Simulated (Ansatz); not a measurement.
The starting structures come from a database of crystals and need not be the phases stable at ambient conditions.

**Evanescent states of Ca$_{4}$Bi$_{2}$O (I4/mmm, not sure to be the ambient phase, 7 atoms a cell, 26.7 Å³ an atom) along the normal of (110)**

These are r2SCAN (plane waves, PAW; Ansatz, an electronic-structure program) values and carry that method's errors.

No gap correction and no spin-orbit coupling; mid-gap values are interpolated between computed energies.

Energies count from the valence-band top; κ is the least over a 6×4 mesh across the current.

```json
[
 {"E (eV)": "0.04", "κ (1/Å)": "0.033", "where": "Γ"},
 {"E (eV)": "0.10", "κ (1/Å)": "0.055", "where": "Γ"},
 {"E (eV)": "0.17", "κ (1/Å)": "0.069", "where": "Γ"},
 {"E (eV)": "0.24", "κ (1/Å)": "0.080", "where": "Γ"},
 {"E (eV)": "0.32", "κ (1/Å)": "0.089", "where": "Γ"},
 {"E (eV)": "0.39", "κ (1/Å)": "0.096", "where": "Γ"},
 {"E (eV)": "0.46", "κ (1/Å)": "0.102", "where": "Γ"},
 {"E (eV)": "0.53", "κ (1/Å)": "0.107", "where": "Γ"},
 {"E (eV)": "0.59", "κ (1/Å)": "0.111", "where": "Γ"},
 {"E (eV)": "0.67", "κ (1/Å)": "0.114", "where": "Γ"},
 {"E (eV)": "0.73", "κ (1/Å)": "0.116", "where": "Γ"},
 {"E (eV)": "0.81", "κ (1/Å)": "0.116", "where": "off Γ"},
 {"E (eV)": "0.88", "κ (1/Å)": "0.108", "where": "off Γ"},
 {"E (eV)": "0.94", "κ (1/Å)": "0.098", "where": "off Γ"},
 {"E (eV)": "1.01", "κ (1/Å)": "0.085", "where": "off Γ"},
 {"E (eV)": "1.08", "κ (1/Å)": "0.068", "where": "off Γ"},
 {"E (eV)": "1.16", "κ (1/Å)": "0.042", "where": "off Γ"}
]
```

Q: How thick must the barrier be to attenuate the transmission by 10^8 when the electrodes' Fermi level lies at 0.32 eV, and what attenuation does that film give at 0.53 eV?

A: d = 8 ln 10 / (2 × 0.089) = 103.5 Å. At 0.53 eV it gives 8 × 0.107/0.089 = 9.6 decades.
